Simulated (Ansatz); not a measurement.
## BeTe: pressure series

Start from BeTe in the zinc blende structure (space group F-43m, No. 216).

```
CELL_PARAMETERS angstrom
      0.00000     2.77712     2.77712
      2.77712     0.00000     2.77712
      2.77712     2.77712     0.00000
ATOMIC_POSITIONS crystal
  Be 0.00000 0.00000 0.00000
  Te 0.25000 0.25000 0.25000
```

Cell and atoms are relaxed at each pressure.

The values are results of Ansatz (a program for electronic structure) LDA, no spin-orbit coupling, not measurements.

Two rows of this table had their results exchanged by mistake.

```json
[
 {"pressure": "pressure −2 GPa", "volume per atom (Å³)": "22.15", "shortest distance (Å)": "2.432", "band gap": "1.87 eV"},
 {"pressure": "pressure −1 GPa", "volume per atom (Å³)": "21.77", "shortest distance (Å)": "2.418", "band gap": "1.83 eV"},
 {"pressure": "pressure 0.9 GPa", "volume per atom (Å³)": "19.14", "shortest distance (Å)": "2.316", "band gap": "1.49 eV"},
 {"pressure": "pressure 2.1 GPa", "volume per atom (Å³)": "20.77", "shortest distance (Å)": "2.381", "band gap": "1.71 eV"},
 {"pressure": "pressure 4.5 GPa", "volume per atom (Å³)": "20.13", "shortest distance (Å)": "2.356", "band gap": "1.63 eV"},
 {"pressure": "pressure 9 GPa", "volume per atom (Å³)": "21.13", "shortest distance (Å)": "2.394", "band gap": "1.76 eV"},
 {"pressure": "pressure 15 GPa", "volume per atom (Å³)": "18.10", "shortest distance (Å)": "2.274", "band gap": "1.33 eV"},
 {"pressure": "pressure 22.5 GPa", "volume per atom (Å³)": "17.09", "shortest distance (Å)": "2.231", "band gap": "1.14 eV"},
 {"pressure": "pressure 30 GPa", "volume per atom (Å³)": "16.29", "shortest distance (Å)": "2.195", "band gap": "0.98 eV"}
]
```

Problem. Which two?

Solution. The rows for pressure 0.9 GPa and pressure 9 GPa: the volume has to fall steadily with pressure, so 21.13 Å³ belongs to pressure 0.9 GPa and 19.14 Å³ to pressure 9 GPa.

Spin-orbit coupling, missing from the scalar runs, can matter with Te. Load acts through the strain it causes; cell and atoms are relaxed under it. No phonon test of stability was made. No other phases were tried under pressure.
